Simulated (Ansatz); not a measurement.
The reference is CdTe in the zinc blende structure (space group F-43m, No. 216; a = 6.489 Å).

Method: plane-wave PAW DFT at the PBEsol level (Ansatz, an electronic-structure program, 420 eV), no spin-orbit coupling.

One change was made to it. Results:

```json
[
 {"quantity": "gap character", "base": "direct at Γ", "after": "direct at Γ"},
 {"quantity": "band gap", "base": "0.65 eV", "after": "0.70 eV"},
 {"quantity": "hole mass (degenerate bands, along [100])", "base": "0.056, 0.51, 0.51 mₑ (at Γ)", "after": "0.059, 0.50, 0.50 mₑ (at Γ)"},
 {"quantity": "lattice parameter a", "base": "6.489 Å", "after": "6.454 Å"}
]
```

Name the change that was made.
A) pressure −1 GPa
B) pressure 3 GPa
C) pressure 0.7 GPa

C, pressure 0.7 GPa. For comparison, the band gap in the other runs: pressure 3 GPa gives 0.83 eV; pressure −1 GPa gives 0.57 eV.

Spin-orbit coupling, missing from the scalar runs, can matter with Te. Load acts through the strain it causes; cell and atoms are relaxed under it. Effective masses come from finite differences of ±0.01 Å⁻¹. Whether these cells are dynamically stable was not tested. Tetrahedral semiconductors of this kind turn to denser phases somewhere between about 1 and 50 GPa; those were not computed, so compressed cells here can lie past the real transition.
